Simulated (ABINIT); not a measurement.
Worked example: self-consistent single point of MnZn3 (Pm-3m, 4 atoms in the cell) in ABINIT.

Level of theory: PBEsol, PAW (JTH v2.0 PBE PAW, files made for PBE) (plane waves; ABINIT).

The change in words: lattice scaled by 0.98. Reference geometry:
```
CELL_PARAMETERS angstrom
      3.72623     0.00000     0.00000
      0.00000     3.72623     0.00000
      0.00000     0.00000     3.72623
ATOMIC_POSITIONS crystal
  Mn 0.00000 0.00000 0.00000
  Zn 0.00000 0.50000 0.50000
  Zn 0.50000 0.00000 0.50000
  Zn 0.50000 0.50000 0.00000
```
Moments meant for the start (each program seeds them in its own way; μB, in the order of the atoms Mn Zn Zn Zn): 4.0 0.0 0.0 0.0.

Reference input (self-consistent single point, DFT, PBEsol, plane waves, PAW (JTH v2.0 PBE PAW, files made for PBE)): pseudos = [Mn.GGA_PBE-JTH.xml, Zn.GGA_PBE-JTH.xml]; ecut = 30 Ha; pawecutdg = 60 Ha; pawxcdev = 0; ixc = -116133; nsppol = 2; occopt = 3; tsmear = 0.1 eV; ngkpt = 6 6 6; nshiftk = 1; shiftk = 0 0 0; potentials = JTH v2.0 PBE PAW. This run's input differs from it in these lines:

```diff
@@ -3,3 +3,3 @@
 pseudos "Mn.GGA_PBE-JTH.xml, Zn.GGA_PBE-JTH.xml"
-acell 3.7262270000 3.7262270000 3.7262270000 Angstrom
+acell 3.6517020000 3.6517020000 3.6517020000 Angstrom
 rprim
@@ -14,5 +14,5 @@
          0.0000000000    0.0000000000    0.0000000000
-         0.0000000000    3.5207742541    3.5207742541
-         3.5207742541    0.0000000000    3.5207742541
-         3.5207742541    3.5207742541    0.0000000000
+         0.0000000000    3.4503583344    3.4503583344
+         3.4503583344    0.0000000000    3.4503583344
+         3.4503583344    3.4503583344    0.0000000000
 ecut 30
```

Output (repeated stretches shortened):

```
--- !BeginCycle
solver: {iscf: 17, nstep: 80, nline: 4, wfoptalg: 10, }
tolerances: {tolvrs: 1.00E-11, }
...

     iter   Etot(hartree)     deltaE(h) residm    nres2    magn
 ETOT  1  -282.72679846013    -2.83E+02 5.51E+01 1.14E+03 1.244
 ETOT  2  -307.44862827175    -2.47E+01 7.39E+00 5.53E+03 0.214
 ETOT  3  -298.07554750391     9.37E+00 6.64E+00 1.19E+03 0.181
 ETOT  4  -297.83657014796     2.39E-01 1.19E+00 2.84E+02 0.883
 ETOT  5  -297.59656858678     2.40E-01 6.17E-01 8.28E+00 1.789
   [... 20 lines left out ...]
 ETOT 26  -297.65216545804     3.41E-13 2.88E-04 4.69E-11 1.936
 ETOT 27  -297.65216545804    -2.16E-12 2.61E-04 1.00E-11 1.936
 ETOT 28  -297.65216545804     1.14E-13 1.50E-04 1.16E-11 1.936
 ETOT 29  -297.65216545804     7.96E-13 1.69E-04 1.10E-12 1.936
 At SCF step   29       nres2   =  1.10E-12 < tolvrs=  1.00E-11 =>converged.

 Cartesian components of stress tensor (hartree/bohr^3)
  sigma(1 1)= -2.54866044E-04  sigma(3 2)=  0.00000000E+00
  sigma(2 2)= -2.54866044E-04  sigma(3 1)=  0.00000000E+00
  sigma(3 3)= -2.54866044E-04  sigma(2 1)=  0.00000000E+00

 Integrated electronic and magnetization densities in atomic spheres:
 Radius=ratsph(iatom), smearing ratsm=  0.0000. Diff(up-dn)=approximate z local magnetic moment.
 Atom    Radius    up_density   dn_density  Total(up+dn)  Diff(up-dn)
    1   2.11192     7.697170     5.589394     13.286565     2.107776
    2   2.30770     5.464839     5.524510     10.989349    -0.059672
    3   2.30770     5.464839     5.524510     10.989349    -0.059672
    4   2.30770     5.464839     5.524510     10.989349    -0.059672
   [... lines left out ...]
 Total magnetization (from the atomic spheres):             1.928761
 Total magnetization (exact up - dn):                       1.935727
 Fermi (or HOMO) energy (hartree) =   0.44957   Average Vxc (hartree)=  -0.43858
   [... lines left out ...]
'-kT*entropy'       : -2.52839127494701E-03
total_energy        : -2.97652165445024E+02
total_energy_eV     : -8.09952733068478E+03
...

-Cartesian components of stress tensor (GPa)         [Pressure=  7.4984E+00 GPa]
- sigma(1 1)= -7.49841663E+00  sigma(3 2)=  0.00000000E+00
- sigma(2 2)= -7.49841663E+00  sigma(3 1)=  0.00000000E+00
- sigma(3 3)= -7.49841663E+00  sigma(2 1)=  0.00000000E+00

 Calculation completed.
```

The run converged in 29 iterations. Against the reference run the free energy goes up by 18.1 meV/atom, the pressure goes from 0.10 to 7.50 GPa and the size of the net moment goes from 0.58 to 0.48 μB/atom.

The starting cell comes from a database of computed structures (which also holds hypothetical and non-ambient phases and stackings), without a prior relaxation at this level. Its lattice was rescaled by a random factor within 2.5 % of one. For this run, on top of that: lattice scaled by 0.98. With one magnetic atom in the cell only a parallel order is possible. The potentials were made for another functional than the one used. With a pressure of about 7 GPa the cell is away from its equilibrium volume at this level.

Cost on one core of a shared machine: roughly 8 min.
